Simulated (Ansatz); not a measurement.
The parent structure is GaAs in the zinc blende structure (space group F-43m, No. 216).

```
GaAs
1.0
    0.00000     2.87279     2.87279
    2.87279     0.00000     2.87279
    2.87279     2.87279     0.00000
Ga As
1 1
Cartesian
  0.00000   0.00000   0.00000
  1.43639   1.43639   1.43639
```

Cartesian axes are those of the cell as printed.

Method: PBE (Ansatz, a first-principles code; PAW; 420 eV plane waves; without spin-orbit coupling).

Modification: an isotropic linear strain of −2.50 %, atoms relaxed at fixed cell.

Question: Predict the stress tensor and what it implies for the stiffness.

Answer: Stress of the strained cell less that of the base (GPa, compression positive):
```
   5.51    0.00    0.00
   0.00    5.51    0.00
   0.00    0.00    5.51
```

Then B = −ΔP/(ΔV/V₀) with ΔV/V₀ = -0.0731 gives secant stiffness values (nonlinear terms included at this strain): B ≈ 75 GPa.

As a check, the harmonic strain energy −½ V₀ Δσ:ε is 31 meV/atom; the computed energy rise is 28 meV/atom.

Whether these cells are dynamically stable was not tested.
